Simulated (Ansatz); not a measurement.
Structures of equal composition on the (111) surface of fcc Pt: a layer of Ni in place of the second plane; a layer of Ni in place of the third plane. The slabs share one bottom face, and each structure is named by its start. These are constructed structures in small cells; real faces may alloy, dewet or reconstruct in larger ones, and not all known structures of the face are among them. Slabs of about 11 Å with all that they carry, Fermi-Dirac smearing of 0.1 eV. Bottom of the slabs: a bare face, its two planes held. Relaxed from the named starts with such symmetry as they have, on meshes of like density; energies extrapolated to zero smearing; no spin-orbit coupling, no U. Spin-polarised runs, if any, are marked in brackets, and their order is one that fits the cell; the others ran without spin.

Calculation: PBE (plane waves to 420 eV, PAW; Ansatz, a program for electronic structure).

Question: Order them by energy per 1x1 cell (lowest first) at the level PBE.

Answer: a layer of Ni in place of the second plane (0.000 eV [spin, 1.5 μB a cell]), a layer of Ni in place of the third plane (0.109 eV [spin, 1.3 μB a cell])
